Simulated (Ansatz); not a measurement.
Polymorphs of LiMg, PBEsol, DFPT electron-phonon coupling, linearised Boltzmann equation (Ansatz, a program for electronic structure); geometry: relaxed with this functional, without spin-orbit coupling.
- C2/m, primitive cell of 4: a = 5.716 Å, b = 5.716 Å, c = 4.899 Å, α = 116.19°, β = 116.19°, γ = 34.44°
- Pm-3m, primitive cell of 2: a = b = c = 3.4114 Å, α = β = γ = 90.00°

| Space group | volume per atom (Å³) | resistivity at 300 K | electron-phonon coupling λ | logarithmic mean phonon energy |
|---|---|---|---|---|
| C2/m | 20.1 | 7.2 μΩ·cm | 0.31 | [?] |
| Pm-3m | 19.8 | 6.8 μΩ·cm | [?] | 20 meV |

Question: Fill in the missing entries.

Answer: 
- C2/m, logarithmic mean phonon energy: 20 meV
- Pm-3m, electron-phonon coupling λ: 0.32

Metals; harmonic phonons alone scatter; means over directions. Halving the electron mesh moves these values by up to 9 %; q meshes are mostly untested. Some of the runs warned that the eigensolver left states short of its tolerance. Spin-orbit coupling is left out.

Computed structure with no diffraction record at hand here (it may be known, metastable or hypothetical): LiMg (C2/m), LiMg (Pm-3m).
